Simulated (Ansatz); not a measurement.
**ZnS: stress against strain**

ZnS (wurtzite, P6_3mc, 18.586 Å³/atom at rest, c along z) under an equal strain ε in the (0001) plane with the normal axis free, as in a coherent film. LDA in Ansatz, a plane-wave DFT program (PAW, default set), 420 eV, 10×10×6 Γ-centred mesh, Fermi-Dirac smearing 0.05 eV; ions are relaxed within the symmetry of each cell. Stress is positive for a compressed cell.

Here s stands for strain and y for stress xx.

```
strain (%)  stress xx (GPa)
----------  ---------------
-3.00                     ?
-1.20                  2.12
-0.60                  1.04
0.00                   0.00
0.60                  -1.01
1.20                  -1.99
```

Fit y of the 5 rows that show it with a straight line. Means: s 0, y 0.032. About the means, the sum of products is -6.1620 and the sum of squares of s is 3.6000; the slope is their ratio. Least squares gives y = 0.032 - 1.7117·s. Residuals (row less fit): 0.034, -0.019, -0.032, -0.015, 0.032; standard error 0.036 (degrees of freedom: 3). The slope gives the biaxial elastic modulus of this plane = 171 ± 1.9 GPa.

Q: Estimate the missing y (s = -3.00); what did the run itself give?

A: y = 0.032 - 1.7117 × (-3.0) = 5.167 GPa. The calculation gives 5.53 GPa, 0.363 GPa above the prediction (4.8 % of the range of y in the table). The row lies outside the fitted rows, so this is an extrapolation. From the scatter of the fitted rows alone, a prediction at this place has a standard error of 0.068 GPa, so the miss is 5.3 times that.

One order more, fitted to all 11 runs of the series, follows each within 0.01, so the miss is the next term of a smooth law. ZnS is here the high-temperature form. Rows are the converged runs of the series near zero and its far end; series whose fitted rows scatter by over a few per cent of the range, as at a crossing or softening among them, aren't shown in this form. Most that stay on the fit to the last digits aren't either.
